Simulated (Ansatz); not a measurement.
Seebeck coefficient (μV/K, mean over directions) of n-type YN (Fm-3m) against carrier density, r2SCAN, rigid bands run with Ansatz (a quantum-chemistry and plane-wave program). Computed gap 0.54 eV; densities at which minority carriers matter at this gap, or further valleys turn the trend, are left out. Conductivity mass 0.22 mₑ (harmonic mean over directions), N_c = 1.2e19 cm⁻³ at 300 K.

| electron density | 300 K | 500 K |
|---|---|---|
| 1e18 cm⁻³ | -430 | -498 |
| 3e18 cm⁻³ | -337 | … |
| 1e19 cm⁻³ | -238 | … |
| 3e19 cm⁻³ | -155 | … |
| 1e20 cm⁻³ | -84 | -129 |
| 3e20 cm⁻³ | -44 | -72 |
| 1e21 cm⁻³ | -22 | -36 |

Q: What belongs in the gaps?

A: 
- 3e18 cm⁻³, 500 K: -404
- 1e19 cm⁻³, 500 K: -303
- 3e19 cm⁻³, 500 K: -214

Rigid bands with a gap fixed in temperature, one relaxation time for all states, no polarons or phonon drag, and whether or not such doping can be reached. Spin-orbit coupling is left out. Geometry: cell and atoms relaxed with PBEsol.
